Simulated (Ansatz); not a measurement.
Take CdS in the wurtzite structure (space group P6_3mc, No. 186; a = 4.196 Å, c = 6.830 Å) as the base.

Modification: every lattice vector is shortened by 1.80 %; the atoms relax in the strained cell.

All numbers come from DFT with PBE, PAW potentials and a 420 eV plane-wave cutoff in Ansatz (an electronic-structure program), no spin-orbit coupling.

Base, band edges from the VBM (valence, conduction): K -1.51, 4.75; H -1.03, 4.30; M -0.69, 3.62; L -1.23, 3.46; A -0.36, 2.76; Γ 0.00, 1.11 eV.

Problem. Give the band edges at the high-symmetry points of the new zone, measured from its valence-band maximum.

Solution. 
```
point  valence edge (eV)  conduction edge (eV)
-----  -----------------  --------------------
Γ                   0.00                  1.24
M                  -0.77                  3.74
K                  -1.67                  4.64
A                  -0.40                  2.88
L                  -1.35                  3.49
H                  -1.14                  4.42
```

The gap is 1.24 eV, direct at Γ.

Whether these cells are dynamically stable was not tested.
